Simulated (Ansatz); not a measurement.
Amorphous Ti₂Si₂₄O₅₂, 78 atoms at 2.37 g/cm³, one PBE-relaxed geometry, zone centre. Methods: PBE, scalar-relativistic without spin-orbit coupling (Ansatz, a program for electronic structure); r2SCAN, scalar-relativistic without spin-orbit coupling (Ansatz); HSE06, scalar-relativistic without spin-orbit coupling (Ansatz). Plane waves to 420 eV (r2SCAN 500 eV); exact exchange is cut at the cell's faces. At PBE the levels at both edges of the gap are localised (band-tail or defect states), and the nearest spread-out levels lie 5.3 eV apart at the zone centre. All rungs ran without spin polarisation.

Preparation: random packing, a CHGNet melt and quench, and a DFT relaxation. O atoms were pushed apart under 1.9 Å during the dynamics, to hinder bonds among them. The hot cell started wider than the set density and was brought back towards it in steps. It is the lowest in DFT energy of 2 quenches. It is a model cell: composition and starting density were chosen by hand, and all elements were melted together. No dispersion term was used. Its density started from a set value of 2.38 and ended at 2.37 g/cm³. Cooling (nominally 340 K/ps over its main leg) ran many orders faster than in experiment, which tends to leave more defects and strain. One small periodic cell is one sample of the glass; other quenches scatter about these values. The volume was free in the relaxation, at fixed shape. Stress components on the final sampling reach 0.8 GPa.

The relaxation ran on the zone centre alone. At PBE the gap between localised states is 2.41 eV on a 2×2×2 Γ-centred mesh, and the spacing at the zone centre alone 2.41 eV.

Problem. What zone-centre spacing does r2SCAN give, roughly?

Solution. 2.75 eV (+0.34 eV against PBE).

Problem. What zone-centre spacing does HSE06 give, roughly?

Solution. 4.15 eV (+1.73 eV against PBE).

The highest filled and the lowest empty state spread over these numbers of atoms (participation numbers): PBE: 5.4 and 1.7; r2SCAN: 5.3 and 1.7; HSE06: 5.4 and 1.7.
